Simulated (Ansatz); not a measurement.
Base system: TaN in the rock salt structure (space group Fm-3m, No. 225; a = 4.376 Å; relaxed with 0.1 eV smearing). Axes: x, y, z lie along the cube axes.

Structures relaxed with PBEsol (Ansatz, a first-principles code, PAW, no SOC).

Base:

Simulated powder pattern, Mo Kα, λ = 0.71073 Å (kinematic, ideal powder, no thermal factors, no anomalous dispersion; the 10 strongest lines at most, above 2 %, up to 2θ = 40°):

| 2θ (°) | I/Imax (%) | hkl |
|---|---|---|
| 16.17 | 100 | (111) |
| 18.69 | 69 | (200) |
| 26.56 | 52 | (220) |
| 31.25 | 52 | (311) |
| 32.68 | 18 | (222) |
| 37.91 | 8.5 | (400) |

Now apply this change: a pure shear with ε_xz = ε_zx = -0.0386; the atoms relax in the strained cell.

After the change:

Simulated powder pattern, Mo Kα, λ = 0.71073 Å (kinematic, ideal powder, no thermal factors, no anomalous dispersion; the 10 strongest lines at most, above 2 %, up to 2θ = 40°):

```csv
2θ (°),I/Imax (%),hkl
15.77,100,(1 1 -1)
16.61,88,(111)
18.69,43,(020)
18.74,86,(200)
25.55,18,(2 0 -2)
26.59,65,(220)
30.63,34,(3 1 -1)
31.04,17,(1 3 -1)
31.85,19,(2 2 -2)
31.98,30,(311)
```

The indices refer to the base's conventional cell; one index is shown for lines that coincide. The space group is now Immm (No. 71).

No phonon test of stability was made. All final runs are without spin polarisation. This is not the structure that TaN has at room temperature and ambient pressure.
